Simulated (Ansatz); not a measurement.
```yaml
crystal:
  lattice:
    - [0.00000, 2.73007, 2.76294]
    - [2.73007, 0.00000, 2.76294]
    - [2.73007, 2.73007, 0.00000]
  atoms:
    - { symbol: Mg, position: [0.00000, 0.00000, 0.00000] }
    - { symbol: Se, position: [0.50000, 0.50000, 0.50000] }
```

These are r2SCAN with spin-orbit coupling, rigid bands (plane waves, PAW; Ansatz, an electronic-structure program) values and carry that method's errors. Condition of this run: uniaxial stress zz = -1 GPa (compression positive) (the target of the relaxation). How the cell was made: cell and atoms relaxed with r2SCAN, then loaded as said.

Question: What conductivity effective mass do dilute electrons have at 300 K?

Answer: 0.33 (x), 0.33 (y), 0.27 (z) mₑ.

Question: Predict the hole conductivity mass (n e² τ/σ) at 300 K, by direction if it differs.

Answer: 1.02 (x), 1.02 (y), 0.90 (z) mₑ.

Question: And the band gap?

Answer: 2.30 eV at this level; semilocal functionals usually fall short of the measured gap.

Rigid bands, one relaxation time for all states, no polarons.
